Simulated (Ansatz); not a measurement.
**Pressure series in ZnSe**

The reference is ZnSe in the zinc blende structure (space group F-43m, No. 216; a = 5.665 Å).

Cell and atoms are relaxed at each pressure.

All numbers come from r2SCAN/PAW in Ansatz (a quantum-chemistry and plane-wave program), without spin-orbit coupling.

Notes on the quantities. hole mass: degenerate bands, along [100].

| variant | band gap | width of the top valence band | lattice parameter a | hole mass |
|---|---|---|---|---|
| base | 1.87 eV | 2.71 eV | 566.5 pm | 0.13, 0.60, 0.60 mₑ (at Γ) |
| pressure −2 GPa | 1.73 eV | 2.56 eV | 572.8 pm | 0.13, 0.63, 0.63 mₑ (at Γ) |
| pressure −1 GPa | 1.80 eV | 2.64 eV | 569.5 pm | 0.13, 0.61, 0.61 mₑ (at Γ) |
| pressure 0.3 GPa | 1.89 eV | 2.73 eV | 565.7 pm | 0.13, 0.59, 0.59 mₑ (at Γ) |
| pressure 0.7 GPa | 1.91 eV | 2.76 eV | 564.6 pm | 0.13, 0.59, 0.59 mₑ (at Γ) |
| pressure 1.5 GPa | 1.96 eV | 2.82 eV | 562.4 pm | 0.14, 0.58, 0.58 mₑ (at Γ) |
| pressure 3 GPa | 2.05 eV | 2.92 eV | 558.7 pm | 0.14, 0.57, 0.57 mₑ (at Γ) |
| pressure 5 GPa | 2.16 eV | ? | 554.2 pm | 0.14, 0.55, 0.55 mₑ (at Γ) |
| pressure 7.5 GPa | 2.28 eV | 3.19 eV | 549.2 pm | 0.15, 0.53, 0.53 mₑ (at Γ) |
| pressure 10 GPa | 2.39 eV | 3.33 eV | ? | 0.15, 0.51, 0.51 mₑ (at Γ) |

Q: What belongs in the blanks?

A: 
- pressure 5 GPa, width of the top valence band: 3.04 eV
- pressure 10 GPa, lattice parameter a: 544.7 pm

Load acts through the strain it causes; cell and atoms are relaxed under it. Effective masses come from finite differences of ±0.01 Å⁻¹. No phonon test of stability was made. Tetrahedral semiconductors of this kind turn to denser phases somewhere between about 1 and 50 GPa; those were not computed, so compressed cells here can lie past the real transition.
